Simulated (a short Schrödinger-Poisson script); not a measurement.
System: MOS inversion layer, HfO2 on p-type Si(100), at 300 K.

From the gate side: 8.2 nm HfO2; 430 nm Si, acceptors 1e18 cm⁻³.

Constants are typed, rounded textbook-type inputs, not results; the design itself was drawn at random and stands for no fabricated device. HfO2: permittivity 22, conduction-band edge (eV) 1.55, gap (eV) 5.7, electron mass (mₑ) 0.2. Si: permittivity 11.7, conduction-band edge (eV) 0, gap (eV) 1.124, Nv at 300 K (cm⁻³) 3.1e19.

Channel valleys (confinement mass, in-plane density-of-states mass, number): Δ2 0.916, 0.19, 2; Δ4 0.19, 0.417, 4. At the gate the conduction-band edge of layer 1 lies 1.86 eV − eVg above the Fermi level of the channel; the field vanishes at the back. Gaps are held at their typed values at every temperature. Mesh 0.03 nm at interfaces.

From a short Schrödinger-Poisson script (our own, NumPy): 1D Poisson equation in equilibrium, electrons quantum, Hartree (BenDaniel-Duke, 12 states a valley, the channel's in-plane mass for all, wave functions ending at the dielectric), parabolic valleys, classical holes, full ionisation, no traps, pinning or gate leakage.

| Vg (V) | electrons (cm⁻²) | C (μF/cm²) | Δ2 E0 (meV from the Fermi level) | Δ4 E0 (meV from the Fermi level) |
|---|---|---|---|---|
| 0.45 | 1.89e9 | 0.275 | 205.1 | 280.5 |
| 0.5 | 9.48e9 | 0.303 | 163.1 | 239.8 |
| 0.55 | 4.44e10 | 0.436 | 122.8 | 200.9 |
| 0.6 | 1.64e11 | 0.762 | 88.5 | 168.1 |
| 0.65 | 4.17e11 | 1.12 | 63.5 | 144.8 |
| 0.7 | 7.78e11 | 1.35 | 46.2 | 129.4 |
| 0.75 | 1.21e12 | 1.50 | 33.6 | 118.8 |
| 0.8 | 1.68e12 | 1.59 | 23.6 | 110.9 |
| 0.85 | 2.17e12 | 1.65 | 15.4 | 104.7 |
| 0.9 | 2.69e12 | 1.69 | 8.4 | 99.7 |
| 0.95 | 3.21e12 | 1.72 | 2.1 | 95.4 |
| 1 | 3.75e12 | 1.75 | -3.6 | 91.7 |
| 1.05 | 4.30e12 | 1.77 | -8.8 | 88.4 |
| 1.1 | 4.85e12 | 1.79 | -13.7 | 85.5 |
| 1.15 | 5.41e12 | 1.80 | -18.3 | 82.8 |
| 1.2 | 5.97e12 | 1.82 | -22.6 | 80.4 |
| 1.25 | 6.54e12 | 1.83 | -26.8 | 78.1 |

Gate voltages with under 1e9 electrons/cm² are left out.

**Question.** At Vg = 1.25 V the lowest Δ2 subband lies at -26.8 meV from the Fermi level. How many electrons does it hold, and what share of all?

**Answer.** The two-dimensional density of states is g m/(πħ²) = 1.59e11 cm⁻² meV⁻¹ (both spins), kT = 25.9 meV, so n = D kT ln(1 + exp(−E/kT)) = 5.50e12 cm⁻², 0.84 of the 6.54e12 cm⁻² in all.

**Question.** Compare the slope of the sheet density between 1.15 and 1.25 V with the geometric capacitance of the layers between gate and channel.

**Answer.** q Δn/ΔV = 1.81 μF/cm²; ε0/Σ(t/ε) = 2.38 μF/cm². The ratio is 0.76: the channel acts as a further capacitance in series.
